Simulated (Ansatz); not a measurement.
## GaAs, response to strain

Take GaAs in the zinc blende structure (space group F-43m, No. 216; a = 5.603 Å) as the base. Axes: x, y, z lie along the cube axes.

Strains are applied to the cell and any free atomic positions relax; under biaxial strain the out-of-plane vector relaxes too.

The values are results of LDA (Ansatz, a program for electronic structure), no spin-orbit coupling, not measurements.

Notes on the quantities. in-plane stress: mean in-plane stress (compression positive).

```tsv
change	shortest interatomic distance	band gap	out-of-plane strain	in-plane stress
base	2.426 Å	0.49 eV	–	–
biaxial strain −2.50 %, plane normal [111], relaxed out of plane	2.388 Å	0.61 eV	+1.22 %	+4.7 GPa
biaxial strain −2.08 %, plane normal [111], relaxed out of plane	2.394 Å	0.60 eV	+1.01 %	…
biaxial strain −1.67 %, plane normal [111], relaxed out of plane	2.400 Å	0.59 eV	+0.80 %	+3.1 GPa
biaxial strain −0.83 %, plane normal [111], relaxed out of plane	2.413 Å	0.55 eV	+0.40 %	+1.5 GPa
biaxial strain −0.42 %, plane normal [111], relaxed out of plane	2.419 Å	0.52 eV	+0.20 %	…
biaxial strain +0.42 %, plane normal [111], relaxed out of plane	2.427 Å	0.41 eV	-0.18 %	…
biaxial strain +0.83 %, plane normal [111], relaxed out of plane	2.428 Å	0.33 eV	-0.37 %	-1.4 GPa
biaxial strain +2.08 %, plane normal [111], relaxed out of plane	2.430 Å	0.16 eV	-0.92 %	…
biaxial strain +2.50 %, plane normal [111], relaxed out of plane	2.430 Å	0.13 eV	-1.09 %	-3.8 GPa
```

Question: Some entries are withheld; estimate them.

Answer: 
- biaxial strain −2.08 %, plane normal [111], relaxed out of plane, in-plane stress: +3.9 GPa
- biaxial strain −0.42 %, plane normal [111], relaxed out of plane, in-plane stress: +0.7 GPa
- biaxial strain +0.42 %, plane normal [111], relaxed out of plane, in-plane stress: -0.7 GPa
- biaxial strain +2.08 %, plane normal [111], relaxed out of plane, in-plane stress: -3.2 GPa

Whether these cells are dynamically stable was not tested. The zero or small gap of GaAs under biaxial strain +2.08 %, plane normal [111], relaxed out of plane and GaAs under biaxial strain +2.50 %, plane normal [111], relaxed out of plane can change with the level of theory.
